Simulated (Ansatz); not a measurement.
Ge2Sb2Te5 (model structure, P3m1, No. 156, 9 atoms in the cell) was calculated with PBE-D3(BJ) (plane waves, PAW; Ansatz, a program for electronic structure).

Output (set-up and result lines):

```
Crystal: 9 atoms, lattice volume = 270.330 Å³
Basis set: ecut = 520 eV, 7223 PW (Γ), exchange–correlation on 64×64×270 points (8 copies of the dense FFT grid, shifted against one another)
Bands: 83, of which v1, the nominal top of the filled ones, is band 69 counted from 1 (68 counted from 0)
Symmetry: 6 space group operations
Space group: P3m1 (ITA 156), of the structure as read, at distance tolerance 6.5e-5 Å
k-points: 38 of 288 (time reversal used)
Functional: x = pbe(κ = 0.804, μ = 0.2195149727645171), c = pbe(β = 0.06672455060314922)
SCF iter   1: F=—  HF=-56463.474808 eV  |F-HF|=—  |Δ(HF+E_count)|=         —  Δρ=2.04e-3  dr2=1.78e-1
SCF iter   2: F=—  HF=-56463.464453 eV  |F-HF|=—  |Δ(HF+E_count)|=   1.04e-2  Δρ=1.83e-3  dr2=1.50e-1
  ...
SCF iter  10: F=—  HF=-56463.455482 eV  |F-HF|=—  |Δ(HF+E_count)|=   1.46e-9  Δρ=5.91e-7  dr2=9.08e-10
SCF iter  11: F=-56463.455482 eV  HF=-56463.455482 eV  |F-HF|=7.28e-12  |Δ(HF+E_count)|=   1.40e-9  Δρ=1.44e-7  dr2=1.05e-10
WARN: dispersion: an atom stands within reach of a switch of its C6 between two reference coordination numbers of its element …
SCF 1 converged in 11 iterations: F = -56463.455482 eV  dr2 = 1.05e-10
SCF converged after 11 iterations
Free energy (F): -56463.455482 eV
Internal energy: -56463.455482 eV  (E = F + TS)
E sigma→0 (E₀):  -56463.455482 eV
Fermi energy:    9.490374 eV
--- Forces (eV/Å), atoms counted from 1 ---
  atom   1  Te     0.00000000     0.00000000     0.00039776
  atom   2  Sb     0.00000000     0.00000000    -0.00058512
  atom   3  Te     0.00000000    -0.00000000     0.00196262
  atom   4  Sb    -0.00000000     0.00000000    -0.00146973
  atom   5  Te    -0.00000000    -0.00000000    -0.00021787
  atom   6  Te     0.00000000     0.00000000     0.00040364
  atom   7  Ge     0.00000000    -0.00000000    -0.00046581
  atom   8  Te     0.00000000     0.00000000     0.00149815
  atom   9  Ge     0.00000000    -0.00000000    -0.00152343
--- Stress (GPa, compression-positive) ---
       -0.002437       0.000000       0.000000
        0.000000      -0.002437       0.000000
        0.000000       0.000000       0.000627
  P = ⅓ Tr σ = -0.0014 GPa (-0.014 kbar)
```

Write an input file that could have produced this run (the log leaves some choices open).

One answer among several that fit: 
Ansatz 0.2 input:
```yaml
crystal:
  lattice:
    - [4.2456544689, -0.000000284, 0.0]
    - [-2.1228269885, 3.6768447677, 0.0]
    - [0.0, 0.0, 17.3170769767]
  atoms:
    - { symbol: Te, position: [0.0, 0.0, 0.9967558644] }
    - { symbol: Sb, position: [0.3333333333, 0.6666666667, 0.0978781006] }
    - { symbol: Te, position: [0.6666666667, 0.3333333333, 0.2084929295] }
    - { symbol: Sb, position: [0.0, 0.0, 0.3261699118] }
    - { symbol: Te, position: [0.3333333333, 0.6666666667, 0.4245117971] }
    - { symbol: Te, position: [0.6666666667, 0.3333333333, 0.574529064] }
    - { symbol: Ge, position: [0.0, 0.0, 0.6571890135] }
    - { symbol: Te, position: [0.3333333333, 0.6666666667, 0.7858673528] }
    - { symbol: Ge, position: [0.6666666667, 0.3333333333, 0.8697819664] }
basis:
  ecutwfc: 520
  ecutrho_ratio: 4
  xc_grid: 2
kpoints:
  mp_grid: { grid: [12, 12, 2] }
  band_path:
    path:
      - [0.0, 0.0, 0.0]
      - [0.0625, 0.0, 0.0]
      - [0.125, 0.0, 0.0]
      - [0.1875, 0.0, 0.0]
      - [0.25, 0.0, 0.0]
      - [0.3125, 0.0, 0.0]
      - [0.375, 0.0, 0.0]
      - [0.4375, 0.0, 0.0]
      - [0.5, 0.0, 0.0]
      - [0.458333, 0.083333, 0.0]
      - [0.416667, 0.166667, 0.0]
      - [0.375, 0.25, 0.0]
      - [0.333333, 0.333333, 0.0]
      - [0.296296, 0.296296, 0.0]
      - [0.259259, 0.259259, 0.0]
      - [0.222222, 0.222222, 0.0]
      - [0.185185, 0.185185, 0.0]
      - [0.148148, 0.148148, 0.0]
      - [0.111111, 0.111111, 0.0]
      - [0.074074, 0.074074, 0.0]
      - [0.037037, 0.037037, 0.0]
      - [0.0, 0.0, 0.5]
      - [0.0625, 0.0, 0.5]
      - [0.125, 0.0, 0.5]
      - [0.1875, 0.0, 0.5]
      - [0.25, 0.0, 0.5]
      - [0.3125, 0.0, 0.5]
      - [0.375, 0.0, 0.5]
      - [0.4375, 0.0, 0.5]
      - [0.5, 0.0, 0.5]
      - [0.458333, 0.083333, 0.5]
      - [0.416667, 0.166667, 0.5]
      - [0.375, 0.25, 0.5]
      - [0.333333, 0.333333, 0.5]
      - [0.296296, 0.296296, 0.5]
      - [0.259259, 0.259259, 0.5]
      - [0.222222, 0.222222, 0.5]
      - [0.185185, 0.185185, 0.5]
      - [0.148148, 0.148148, 0.5]
      - [0.111111, 0.111111, 0.5]
      - [0.074074, 0.074074, 0.5]
      - [0.037037, 0.037037, 0.5]
    npoints: 1
hamiltonian:
  xc: pbe
  dispersion: d3bj
  pseudopotentials: { kind: paw }
scf:
  occupations: { method: fermi_dirac, width: 0.01 }
  convergence: { dr2_threshold: 0.0000000009 }
output:
  forces: true
  stress: true
  eigenvalues: true
  write_bands: true
```

Note: a distance lies near a switch of the dispersion term, which can move the cell. Note: the relaxation could raise the start's symmetry but not lower it, so the cell can be a saddle point.

Cost on a shared machine: roughly 110 core-seconds.

A model structure was made by putting elements into a prototype or built by hand; it is no filed structure, need not be a known phase, and can be a saddle point held by its symmetry.
